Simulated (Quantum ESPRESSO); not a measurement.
Input and output of a self-consistent single point for Nb₃B₄ (Immm, 7 atoms in the cell) (Quantum ESPRESSO).

Method: LDA (PZ), GBRV 1.5 ultrasoft (LDA) pseudopotentials (plane waves; Quantum ESPRESSO).

```xyz
7
Lattice="1.5407 1.6196 6.9120 -1.5407 1.6196 6.9120 -1.5407 -1.6196 6.9120" Properties=species:S:1:pos:R:3 pbc="T T T"
Nb    -1.5407     0.0000     2.5541
Nb     0.0000    -1.6196     4.3579
Nb     0.0000     0.0000     0.0000
B      0.0000     0.0000     6.0213
B      0.0000     0.0000     7.8026
B     -1.5407     0.0000     5.0825
B      0.0000    -1.6196     1.8295
```

Reference input (self-consistent single point, DFT, LDA (PZ), plane waves, GBRV 1.5 ultrasoft (LDA) pseudopotentials): ecutwfc = 40 Ry; ecutrho = 320 Ry; occupations = smearing; smearing = cold; degauss = 0.019992 Ry; potentials = {Nb: nb_lda_v1.uspp.F.UPF, B: b_lda_v1.4.uspp.F.UPF}; K_POINTS = automatic 8 8 8 0 0 0; conv_thr = 1e-09 Ry; mixing_beta = 0.7. This run's input differs from it in these lines:

```diff
@@ -14,4 +14,4 @@
  ntyp = 2
- ecutwfc = 40
- ecutrho = 320
+ ecutwfc = 16
+ ecutrho = 128
  occupations = 'smearing'
```

The program printed (abridged):

```
     Self-consistent Calculation

     iteration #  1     ecut=    16.00 Ry     beta= 0.70

     total energy              =    -379.15064748 Ry
     estimated scf accuracy    <       1.65264740 Ry

     iteration #  2     ecut=    16.00 Ry     beta= 0.70

     total energy              =    -379.30599749 Ry
     estimated scf accuracy    <       2.93929417 Ry

     iteration #  3     ecut=    16.00 Ry     beta= 0.70

     total energy              =    -379.73001408 Ry
     estimated scf accuracy    <       2.10466935 Ry

   [... 6 blocks of this kind left out ...]

     iteration # 10     ecut=    16.00 Ry     beta= 0.70

     total energy              =    -379.95950227 Ry
     estimated scf accuracy    <       0.00000004 Ry

     iteration # 11     ecut=    16.00 Ry     beta= 0.70
     End of self-consistent calculation

     the Fermi energy is    19.2801 ev

!    total energy              =    -379.95950228 Ry
     estimated scf accuracy    <          6.2E-10 Ry
     smearing contrib. (-TS)   =      -0.00105220 Ry
     internal energy E=F+TS    =    -379.95845008 Ry

     convergence has been achieved in  11 iterations

     Forces acting on atoms (cartesian axes, Ry/au):

     atom    1 type  1   force =     0.00000000   -0.00000000    0.00971440
     atom    2 type  1   force =     0.00000000    0.00000000   -0.00971440
     atom    3 type  1   force =     0.00000000    0.00000000    0.00000000
     atom    4 type  2   force =     0.00000000    0.00000000    0.00140167
     atom    5 type  2   force =     0.00000000   -0.00000000   -0.00140167
   [... lines left out ...]

     Total force =     0.015236     Total SCF correction =     0.000037

          total   stress  (Ry/bohr**3)                   (kbar)     P=     -137.46
  -0.00078992   0.00000000  -0.00000000         -116.20        0.00       -0.00
   0.00000000  -0.00113652   0.00000000            0.00     -167.19        0.00
  -0.00000000   0.00000000  -0.00087691           -0.00        0.00     -129.00

   JOB DONE.
```

The run converged in 11 iterations. Against the reference run the free energy rises by 540 meV/atom, the pressure goes from 8.53 to -13.75 GPa and the largest force goes from 0.279 to 0.250 eV/Å.

The starting cell comes from a database of computed structures (which also holds hypothetical and non-ambient phases and stackings), without a prior relaxation at this level. Its lattice was rescaled by a random factor within 2.5 % of one. Spin polarisation is off. At the lowered cutoff the pressure carries the error of an incomplete plane-wave basis.

Cost on one core of a shared machine: roughly 90 s.
